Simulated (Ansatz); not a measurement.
Data:

```
InAs
1.0
    0.00000     2.95327     3.14326
    2.95327     0.00000     3.14326
    2.95327     2.95327     0.00000
In As
1 1
Direct
  0.00000   0.00000   0.00000
  0.25000   0.25000   0.25000
```

Calculation: HSE06, rigid bands (plane waves, PAW, scalar-relativistic; Ansatz, an electronic-structure program). Condition of this run: biaxial stress in (001) of 2.4 GPa (compression positive) (the target of the relaxation). Cell: cell and atoms relaxed with PBEsol, then loaded as said.

**Question.** What conductivity effective mass do dilute electrons have at 300 K?

**Answer.** 0.033 (x), 0.033 (y), 0.048 (z) mₑ.

**Question.** And the band gap?

**Answer.** 0.45 eV at this level.

Rigid bands, one relaxation time for all states, no polarons. Spin-orbit coupling is left out; where it splits the top of the valence band it changes the hole mass and lowers the gap by about a third of the splitting. Geometry: cell and atoms relaxed with PBEsol.
